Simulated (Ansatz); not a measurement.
## Short convergence ladders for SrGaSi (P-6m2, 3 atoms in the cell)

```
SrGaSi
1.0
    4.19212     0.00000     0.00000
   -2.09606     3.63048     0.00000
    0.00000     0.00000     4.75003
Sr Ga Si
1 1 1
Direct
  0.00000   0.00000   0.00000
  0.33333   0.66667   0.50000
  0.66667   0.33333   0.50000
```

Base method: LDA (PW92), default PAW files made with PBE (plane waves; Ansatz, a quantum-chemistry and plane-wave program).

Base settings: basis.ecutwfc = 30.9 Ry; kpoints.mp_grid.grid = 9 9 7; hamiltonian.xc = lda; hamiltonian.pseudopotentials = {kind: paw} (the program's default PAW files); scf.occupations.method = fermi_dirac; scf.occupations.width = 0.0073 Ry.

Core times come from one kind of shared machine, to one figure; runs under 30 s give none.

**Zone-centre phonons against the cutoff**

In this ladder: phonons.method = dfpt.

The mesh stays at the base's, so the ladder's end is converged at best in this setting alone.

Frequencies are those of the unrelaxed cell, without the LO-TO term of polar crystals.

Only quantities that move along the ladder and can be compared are tabulated.

| basis.ecutwfc | highest zone-centre frequency (cm⁻¹) | lowest optical frequency (cm⁻¹) | core time / last (rough) |
|---|---|---|---|
| 15.4 Ry | 350.5 | -37.8 | 0.3 |
| 18.4 Ry | 353.8 | -25.7 | 0.3 |
| 21.7 Ry | 350.5 | 22.4 | 0.4 |
| 26.1 Ry | 349.1 | 20.1 | 0.5 |
| 30.9 Ry | 349.4 | 20.6 | 0.6 |
| 37.1 Ry | 349.4 | 20.8 | 0.8 |
| 46.3 Ry | 349.5 | 20.9 | 1 |

Coarsest basis.ecutwfc that holds the highest zone-centre frequency within 2 cm⁻¹ of the last step, with all finer ones: 21.7 Ry, at about 0.4 of the last step's time; the step before is off by 4.3 cm⁻¹.

Coarsest basis.ecutwfc that holds the lowest optical frequency within 1 cm⁻¹ of the last step, with all finer ones: 26.1 Ry; the step before is off by 1.5 cm⁻¹.

**Zone-centre phonons against the mesh**

In this ladder: phonons.method = dfpt.

Frequencies are those of the unrelaxed cell, without the LO-TO term of polar crystals.

Only quantities that move along the ladder and can be compared are tabulated.

```csv
kpoints.mp_grid.grid,highest zone-centre frequency (cm⁻¹),lowest optical frequency (cm⁻¹),core time / last (rough)
3 3 2,326.8,28.2,–
3 3 3,340.0,-79.3,–
4 4 3,358.3,57.7,–
5 5 4,349.2,70.8,–
6 6 5,343.6,32.0,0.06
7 7 6,348.0,30.5,0.1
13 13 10,346.8,24.6,0.4
17 17 13,347.4,24.6,1
```

Coarsest kpoints.mp_grid.grid that holds the lowest optical frequency within 10 cm⁻¹ of the last step, with all finer ones: 6 6 5, at about 0.06 of the last step's time; the step before is off by 46 cm⁻¹.

Coarsest kpoints.mp_grid.grid that holds the highest zone-centre frequency within 5 cm⁻¹ of the last step, with all finer ones: 5 5 4; the step before is off by 11 cm⁻¹.

**The force threshold of a relaxation**

On SrGaSi (P3m1, 3 atoms in the cell): one atom moved by 0.15 angstrom.

In this ladder: relax = atoms.

The mesh stays at the base's, so the ladder's end is converged at best in this setting alone.

Only quantities that move along the ladder and can be compared are tabulated.

| relax.f_tol | free energy less the last step's (meV/atom) | largest force left (eV/Å) | relaxation steps |
|---|---|---|---|
| 0.2 eV/Å | 0.24 | 0.0688 | 2 |
| 0.1 eV/Å | 0.24 | 0.0689 | 3 |
| 0.05 eV/Å | 0.00 | 0.0015 | 3 |
| 0.03 eV/Å | 0.00 | 0.0015 | 3 |
| 0.02 eV/Å | 0.00 | 0.0015 | 3 |
| 0.01 eV/Å | 0.00 | 0.0017 | 4 |
| 0.005 eV/Å | 0.00 | 0.0016 | 4 |
| 0.002 eV/Å | 0.00 | 0.0015 | 4 |
| 0.001 eV/Å | 0.00 | 0.0004 | 6 |

Coarsest relax.f_tol that holds the largest force left within 0.01 eV/Å of the last step, with all finer ones: 0.05 eV/Å; the step before is off by 0.068 eV/Å.

Coarsest relax.f_tol that holds the free energy within 0.1 meV/atom of the last step, with all finer ones: 0.05 eV/Å; the step before is off by 0.24 meV/atom.

Two neighbours can agree and both be off: 0.2 eV/Å and 0.1 eV/Å differ by 0.00 meV/atom in the free energy, yet lie about 0.24 meV/atom from the last step.

On the base run: the starting cell comes from a database of computed structures (which also holds hypothetical and non-ambient phases and stackings), without a prior relaxation at this level. Its lattice was rescaled by up to half a per cent. In the base run, with a pressure of about -4 GPa the cell is away from its equilibrium volume at this level.

Keys are those of Ansatz 0.2.
